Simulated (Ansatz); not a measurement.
An Ansatz (a first-principles code) run: AlAu; Ansatz, PBEsol, PAW, cutoff 420 eV, spin-orbit coupling left out.

Input:

Ansatz 0.2 input:
```yaml
crystal:
  lattice:
    - [3.1778291771, 0, 0]
    - [0, 3.1778291771, 0]
    - [0, 0, 3.1778291771]
  atoms:
    - { symbol: Al, position: [0, 0, 0] }
    - { symbol: Au, position: [0.5, 0.5, 0.5] }
basis: { ecutwfc: 420, ecutrho_ratio: 4, xc_grid: 2, fft_grid_basis: typed }
kpoints: { mp_grid: { grid: [15, 15, 15] } }
hamiltonian:
  xc: pbesol
  dispersion: none
  pseudopotentials: { kind: paw }
scf: { occupations: { method: fermi_dirac, width: 0.05 }, convergence: { dr2_threshold: 0.0000000002 } }
output: { forces: true, stress: true }
```

Output:

```
WARN ansatz: RAYON_NUM_THREADS=2 ignored (pool sized by the plan → 2); use --threads N
Pseudopotentials: kind: paw
Pseudopotential: Al, paw, valence charge 3
Pseudopotential: Au, paw, valence charge 19
Functional definition: PBEsol
Crystal: 2 atoms, lattice volume = 32.092 Å³
Basis set: ecut = 420 eV, 619 PW (Γ), exchange–correlation on 48×48×48 points (8 copies of the dense FFT grid, shifted against one another)
Bands: 15, of which v1, the nominal top of the filled ones, is band 11 counted from 1 (10 counted from 0)
Symmetry: 48 space group operations
Space group: Pm-3m (ITA 221), of the structure as read, at distance tolerance 3.2e-5 Å
k-points: 120 of 3375
PAW frozen core: Al, regenerated for the run's functional, and the local potential with it
PAW frozen core: Au, regenerated for the run's functional, and the local potential with it
Initial density: superposition of atomic densities (neutral atoms: chi_scale 0, normalization atom), corrected by the library's trained network
Initial wavefunctions: pseudopotential atomic-orbital guess
Eigensolver: davidson
Functional: x = pbesol(κ = 0.804, μ = 0.12345679012345678), c = pbesol(β = 0.046)
SCF iter   1: F=—  HF=-13532.218090 eV  |F-HF|=—  |Δ(HF+E_count)|=         —  Δρ=4.16e-3  dr2=5.59e-3  ethr=1.77e-3  ⟨swp⟩=4.7  Hψ=8437  notcnv=0
all-band conjugate gradients solve this SCF's bands
preconditioner: auto → none
SCF iter   2: F=—  HF=-13532.217349 eV  |F-HF|=—  |Δ(HF+E_count)|=   7.41e-4  Δρ=2.53e-3  dr2=2.23e-3  ethr=2.54e-5  ⟨swp⟩=1.1  Hψ=2775  notcnv=0
SCF iter   3: F=—  HF=-13532.216638 eV  |F-HF|=—  |Δ(HF+E_count)|=   7.11e-4  Δρ=4.88e-4  dr2=9.43e-5  ethr=1.02e-5  ⟨swp⟩=2.3  Hψ=2484  notcnv=0
SCF iter   4: F=—  HF=-13532.216606 eV  |F-HF|=—  |Δ(HF+E_count)|=   3.17e-5  Δρ=3.43e-4  dr2=4.72e-5  ethr=4.29e-7  ⟨swp⟩=2.1  Hψ=2984  notcnv=0
SCF iter   5: F=—  HF=-13532.216597 eV  |F-HF|=—  |Δ(HF+E_count)|=   8.61e-6  Δρ=1.47e-4  dr2=8.07e-6  ethr=2.15e-7  ⟨swp⟩=1.7  Hψ=2211  notcnv=0
SCF iter   6: F=—  HF=-13532.216599 eV  |F-HF|=—  |Δ(HF+E_count)|=   1.43e-6  Δρ=2.87e-5  dr2=3.22e-7  ethr=3.67e-8  ⟨swp⟩=2.8  Hψ=2695  notcnv=0
SCF iter   7: F=—  HF=-13532.216594 eV  |F-HF|=—  |Δ(HF+E_count)|=   4.91e-6  Δρ=3.40e-6  dr2=4.39e-9  ethr=1.46e-9  ⟨swp⟩=2.2  Hψ=2648  notcnv=0
SCF iter   8: F=-13532.216594 eV  HF=-13532.216594 eV  |F-HF|=0.00e0  |Δ(HF+E_count)|=  9.82e-10  Δρ=1.24e-7  dr2=2.61e-12  ethr=1.00e-12  ⟨swp⟩=3.0  Hψ=7394  notcnv=0
SCF 1 converged in 8 iterations: F = -13532.216594 eV  dr2 = 2.61e-12
SCF converged after 8 iterations
Free energy (F): -13532.216594 eV
Harris-Foulkes:  -13532.216594 eV  (|F-HF|=0.00e0)
Internal energy: -13532.211053 eV  (E = F + TS)
E sigma→0 (E₀):  -13532.213823 eV
Entropy (-TS):   -0.005541 eV (-2.771 meV/atom)
Fermi energy:    16.028777 eV
--- Per-component energies (eV) ---
  E_band       = -291.071754
  E_kinetic    = 629.002433
  E_local      = -2414.444705  (includes V_loc(G=0)·N_el)
  E_nonlocal   = 84.291152
  E_hartree    = 1040.885706
  E_xc         = -267.668320
  E_vxc        = -306.072921  (∫ρ·V_xc dr)
  E_paw        = -10019.009769  (= ΣΔE_a)
  E_vpaw       = -365.620564  (= ΣTr[D̂ρ^β])
  E_aug_tail   = 0.001352  (compensation charges beyond the density's cutoff)
  E_ewald      = -2585.597519
  E_core_change = 0.328618  (= ΣΔE_core)
  E_smearing   = -0.005541  (= −TS)
  E_closure    = 0.000000  (closes the sum)
  Σ components = -13532.216594   (vs F -13532.216594, Δ=0.00e0)
  [band-id]    e_kinetic+e_local+e_nonlocal+2·e_hartree+e_vxc+e_vpaw+e_augmentation_tail = -291.071841   (vs E_band -291.071754, Δ=-8.68e-5)
--- Forces (eV/Å), atoms counted from 1 ---
  atom   1  Al    -0.00000000     0.00000000    -0.00000000
  atom   2  Au     0.00000000    -0.00000000     0.00000000
  max |Σ_I F_I| component: 2.03e-29 eV/Å
--- Stress (GPa, compression-positive) ---
       -0.000138       0.000000       0.000000
       -0.000000      -0.000138       0.000000
        0.000000      -0.000000      -0.000138
  P = ⅓ Tr σ = -0.0001 GPa (-0.001 kbar)
  The stress holds the Pulay correction. Without it, at fixed plane waves, as pw.x and ABINIT print it: P = -0.0509 GPa
  The stress includes an estimate of the error left by incomplete SCF convergence (largest component 0.0001 GPa).
--- Band table ---
  band table: none
```

No phonon test of stability was made. The cell is AlAu in the CsCl type structure (space group Pm-3m, No. 221; a cell from a computed database, its experimental status unchecked).
